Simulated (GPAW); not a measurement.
**A self-consistent single point of P (Cmce, 4 atoms in the cell) with GPAW**

Method of the run: PBE, GPAW PAW datasets PBE (gpaw-data 1.0.1) (plane waves; GPAW 25.7.0).

Input:

```python
from ase import Atoms
from ase.units import GPa
from gpaw import GPAW, PW, FermiDirac

atoms = Atoms(['P', 'P', 'P', 'P'],
              cell=[[1.646725, -5.213800, 0.000000],
                    [1.646725, 5.213800, 0.000000],
                    [0.000000, 0.000000, 4.358100]],
              scaled_positions=[[0.101700, 0.898300, 0.919400],
                                [0.398300, 0.601700, 0.419400],
                                [0.601700, 0.398300, 0.580600],
                                [0.898300, 0.101700, 0.080600]],
              pbc=True)

calc = GPAW(mode=PW(550),
            xc='PBE',
            kpts={'size': (4, 4, 3), 'gamma': True},
            occupations=FermiDirac(0.05),
            nbands=-8,
            convergence={'density': 1e-05, 'energy': 1e-05, 'bands': -6},
            symmetry={'symmorphic': False, 'tolerance': 0.0005},
            maxiter=120,
            txt='-')

atoms.calc = calc

energy = atoms.get_potential_energy()
print('Energy (eV):', round(energy, 6))
forces = atoms.get_forces()
print('Forces (eV/Ang):')
print(forces.round(5))
stress = atoms.get_stress()
print('Stress (GPa, Voigt):', (stress / GPa).round(4))
```

Log, with long lists cut:

```
Input parameters:
  convergence: {bands: -6,
                density: 1e-05,
                energy: 1e-05}
  kpts: {gamma: True,
         size: (4, 4, 3)}
  maxiter: 120
  mode: {ecut: 550.0,
         name: pw}
  nbands: -8
  occupations: {fixmagmom: False,
                name: fermi-dirac,
                width: 0.05}
  symmetry: {symmorphic: False,
             tolerance: 0.0005}
  xc: PBE

species:
  P:
    name: Phosphorus
    Z: 15.0
    valence: 5
    core: 10
    charge: 0.0
    file: P.PBE.gz

    # Using partial waves for P as LCAO basis

Reference energy: -37211.654635  # eV

Spin-paired calculation

Convergence criteria:
 Maximum [total energy] change in last 3 cyles: 1e-05 eV / valence electron
 Maximum integral of absolute [dens]ity change: 1e-05 electrons / valence electron
 Maximum integral of absolute [eigenst]ate change: 4e-08 eV^2 / valence electron
 Maximum number of scf [iter]ations: 120

Symmetries present (total): 8
Symmetries with fractional translations: 4
48 k-points: 4 x 4 x 3 Monkhorst-Pack grid + [1/8,1/8,0.000000]
14 k-points in the irreducible part of the Brillouin zone
       k-points in crystal coordinates                weights
   0:     0.00000000    0.00000000    0.00000000          1/48
   1:     0.00000000    0.00000000    0.33333333          2/48
   2:     0.25000000   -0.25000000    0.00000000          2/48
   [... 7 lines left out ...]
          ...
  13:     0.50000000    0.50000000    0.33333333          2/48

Wave functions: Plane wave expansion
  Cutoff energy: 550.000 eV
  Number of coefficients (min, max): 2174, 2219
  Pulay-stress correction: 0.000000 eV/Ang^3 (de/decut=0.000000)

Occupation numbers: Fermi-Dirac:
  width: 0.0500  # eV

Eigensolver

Densities:
  Coarse grid: 30*30*24 grid
  Fine grid: 60*60*48 grid
  Total Charge: 0.000000

Density mixing:
  Method: separate
  Backend: pulay
  Linear mixing parameter: 0.05
  old densities: 5
  Damping of long wavelength oscillations: 50

Hamiltonian:
  XC and Coulomb potentials evaluated on a 60*60*48 grid
  External potential:
    NoExternalPotential

XC parameters: PBE with 2 nearest neighbor stencil

Number of atoms: 4
Number of atomic orbitals: 16
Number of bands in calculation: 18
Number of valence electrons: 20
Bands to converge: 12

Density initialized from atomic densities
  16 bands from LCAO basis set
  2 bands from random numbers

Atomic positions and initial magnetic moments

Positions:
   0 P      1.646725    4.153313    4.006837    ( 0.0000,  0.0000,  0.0000)
   1 P      1.646725    1.060487    1.827787    ( 0.0000,  0.0000,  0.0000)
   2 P      1.646725   -1.060487    2.530313    ( 0.0000,  0.0000,  0.0000)
   3 P      1.646725   -4.153313    0.351263    ( 0.0000,  0.0000,  0.0000)

Unit cell:
           periodic     x           y           z      points  spacing
  1. axis:    yes    1.646725   -5.213800    0.000000    30     0.1047
  2. axis:    yes    1.646725    5.213800    0.000000    30     0.1047
  3. axis:    yes    0.000000    0.000000    4.358100    24     0.1816

  Lengths:   5.467670   5.467670   4.358100
  Angles:   90.000000  90.000000 144.943630

Effective grid spacing dv^(1/3) = 0.1513

     iter     time        total  log10-change:
                         energy   eigst   dens
iter:   1 --:--:--   -21.194710   +0.50
iter:   2 --:--:--   -21.252984   -0.93  -1.00
iter:   3 --:--:--   -21.189755   -1.93  -1.02
iter:   4 --:--:--   -21.168334   -2.20  -1.20
iter:   5 --:--:--   -21.160879   -3.31  -1.88
iter:   6 --:--:--   -21.160690   -4.09  -2.37
iter:   7 --:--:--   -21.161123   -3.80  -2.58
iter:   8 --:--:--   -21.160353   -4.24  -2.44
iter:   9 --:--:--   -21.160437   -4.70  -3.05
iter:  10 --:--:--   -21.160299c  -5.01  -2.88
iter:  11 --:--:--   -21.160299c  -6.62  -3.72
iter:  12 --:--:--   -21.160299c  -8.06c -3.74
iter:  13 --:--:--   -21.160299c  -7.27  -3.79
iter:  14 --:--:--   -21.160299c  -7.87c -3.89
iter:  15 --:--:--   -21.160299c  -7.79c -3.92
iter:  16 --:--:--   -21.160299c  -7.77c -4.00
iter:  17 --:--:--   -21.160299c  -8.94c -4.01
iter:  18 --:--:--   -21.160299c  -7.52c -4.03
iter:  19 --:--:--   -21.160299c  -8.71c -4.38
   [... 3 lines left out ...]
iter:  23 --:--:--   -21.160299c  -8.92c -4.63
iter:  24 --:--:--   -21.160299c  -9.35c -4.85
iter:  25 --:--:--   -21.160299c  -8.75c -4.94
iter:  26 --:--:--   -21.160299c  -8.80c -4.68
iter:  27 --:--:--   -21.160299c  -9.62c -4.96
iter:  28 --:--:--   -21.160299c  -9.00c -5.03c

Converged after 28 iterations.

Dipole moment: (-0.000000, -0.000000, -0.000000) |e|*Ang

Energy contributions relative to reference atoms: (reference = -37211.654635)

Kinetic:        +27.138556
Potential:      -24.997710
External:        +0.000000
XC:             -23.201269
Entropy (-ST):   -0.000997
Local:           -0.099378
SIC:             +0.000000
--------------------------
Free energy:    -21.160798
Extrapolated:   -21.160299

Showing only first 2 kpts
 Kpt  Band  Eigenvalues  Occupancy
  0     8      4.26448    2.00000
  0     9      5.44185    2.00000
  0    10      7.54654    0.00001
  0    11      7.94906    0.00000

  1     8      4.05353    2.00000
  1     9      6.16630    2.00000
  1    10      8.05829    0.00000
  1    11      8.35510    0.00000

Fermi level: 6.92140

Gap: 0.373 eV
Transition (v -> c):
  (s=0, k=12, n=9, [0.50, 0.50, 0.00]) -> (s=0, k=12, n=10, [0.50, 0.50, 0.00])
No difference between direct/indirect transitions
Energy (eV): -21.160299

Forces in eV/Ang:
  0 P     0.00000   -0.26284    0.13122
  1 P     0.00000    0.26284    0.13122
  2 P     0.00000   -0.26284   -0.13122
  3 P     0.00000    0.26284   -0.13122

Stress tensor:
    -0.031111     0.000000     0.000000
     0.000000    -0.026602    -0.000000
     0.000000    -0.000000    -0.015869
Stress (GPa, Voigt): [-4.9846 -4.2621 -2.5425 -0.      0.      0.    ]
```

The run converged in 28 iterations. GPAW prints stress with tension positive.

The starting cell has typed, rounded lattice constants, without a prior relaxation at this level. Its lattice was rescaled by up to half a per cent. With a pressure of about 4 GPa the cell is away from its equilibrium volume at this level.
